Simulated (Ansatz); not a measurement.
**A computed series for BAs: response to strain**

The reference is BAs in the zinc blende structure (space group F-43m, No. 216; a = 4.7679 Å). Axes: x, y, z lie along the cube axes.

Strains are applied to the cell and any free atomic positions relax; under biaxial strain the out-of-plane vector relaxes too; under stress the whole cell relaxes.

Levels (all Ansatz, an electronic-structure program, PAW): PBEsol (420 eV, no SOC); r2SCAN (500 eV, no spin-orbit coupling); HSE06 (420 eV, no SOC).

Band gaps by level, all at the geometries relaxed with PBEsol:

```csv
case,PBEsol,r2SCAN,HSE06
base,1.08 eV,1.37 eV,1.82 eV
"biaxial strain −4.42 %, plane normal [111], relaxed out of plane",0.58 eV,0.86 eV,1.32 eV
isotropic strain −2.06 %,1.02 eV,[?],1.76 eV
uniaxial strain ε_xx = −2.53 %,0.67 eV,0.93 eV,[?]
"uniaxial stress, 8 GPa compression along x",0.45 eV,0.70 eV,1.16 eV
"uniaxial stress, 5 GPa compression along x",0.70 eV,0.95 eV,1.41 eV
```

What belongs in the blanks?


- isotropic strain −2.06 %, r2SCAN: 1.30 eV
- uniaxial strain ε_xx = −2.53 %, HSE06: 1.39 eV

Single points use the geometry relaxed with PBEsol. HSE06 gaps are upper bounds (no full band path). Beyond what the load breaks, stability against distortions was not tested.
